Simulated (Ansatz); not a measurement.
**Effect of uniaxial strain ε_zz = +2.50 % on Cu**

The reference is Cu in the fcc (Cu type) structure (space group Fm-3m, No. 225; a = 3.5184 Å; relaxed with 0.1 eV smearing). Axes: x, y, z lie along the cube axes.

Modification: the cell is stretched by 2.50 % along z with no lateral relaxation, atoms relaxed at fixed cell.

All numbers come from Kohn–Sham DFT with the LDA functional, run in Ansatz (an electronic-structure program) with PAW and 420 eV plane waves, no SOC. k-mesh 32×32×32 (Γ-centred); smearing 0.1 eV (Fermi–Dirac).

```json
[
 {"quantity": "volume per atom", "base": "10.89 Å³", "changed": "11.16 Å³", "shift": "+0.27 Å³"},
 {"quantity": "shortest interatomic distance", "base": "248.8 pm", "changed": "248.8 pm", "shift": "0.0 pm"},
 {"quantity": "energy relative to the base (free energy F)", "base": "0 meV/atom", "changed": "+4.8 meV/atom", "shift": "+4.8 meV/atom"},
 {"quantity": "pressure (mean of the normal stresses, compression positive)", "base": "0.0 GPa", "changed": "-4.4 GPa", "shift": "-4.4 GPa"},
 {"quantity": "band gap", "base": "zero", "changed": "zero", "shift": "–"},
 {"quantity": "stress (xx, yy, zz, yz, xz, xy; compression positive)", "base": "–", "changed": "(-3.8, -3.8, -5.5, 0.0, 0.0, 0.0) GPa", "shift": "–"}
]
```

Final structure:

```xyz
1
Lattice="0.0000 1.7592 1.8032 1.7592 0.0000 1.8032 1.7592 1.7592 0.0000" Properties=species:S:1:pos:R:3 pbc="T T T"
Cu     0.0000     0.0000     0.0000
```

Stability against distortions was not tested. The final runs are not spin-polarised.
